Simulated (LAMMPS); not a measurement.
Surface tension of liquid Si over temperature.

Level of theory: classical MD, pair style tersoff/mod, file Si.tersoff.mod, run in LAMMPS.

```
T (K)  surface tension  excess energy
-----  ---------------  -------------
1690   0.50 ± 0.02 N/m      0.52 J/m²
1940   0.48 ± 0.01 N/m      0.61 J/m²
2280   0.49 ± 0.02 N/m      0.69 J/m²
```

Errors shown are sampling errors alone.
